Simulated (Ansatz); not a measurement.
```
CELL_PARAMETERS angstrom
      0.00000     3.26445     3.26445
      3.26445     0.00000     3.26445
      3.26445     3.26445     0.00000
ATOMIC_POSITIONS crystal
  Sn 0.00000 0.00000 0.00000
  Te 0.50000 0.50000 0.50000
```

No spin polarisation.

Method: Ansatz (a program for electronic structure) r2SCAN, scalar-relativistic without spin-orbit coupling. Settings: 13×13×13 k-points, 0.05 eV Fermi–Dirac smearing.

Q: Predict the electron mass.

A: 0.14 mₑ along k, 0.13 mₑ across (at L).

Q: Predict the band gap.

A: 0.34 eV.

Q: Predict the pressure.

A: -2.78 GPa.

Spin-orbit coupling, missing from the scalar runs, can matter with Te. The cells carry an imposed strain or load. Masses are band curvatures over ±0.01 Å⁻¹ around the edge. Along k means along the line from Γ to the band edge. Whether these cells are dynamically stable was not tested. The cell was made from SnTe in the rock salt structure (space group Fm-3m, No. 225) by this change: isotropic strain +2.50 %.
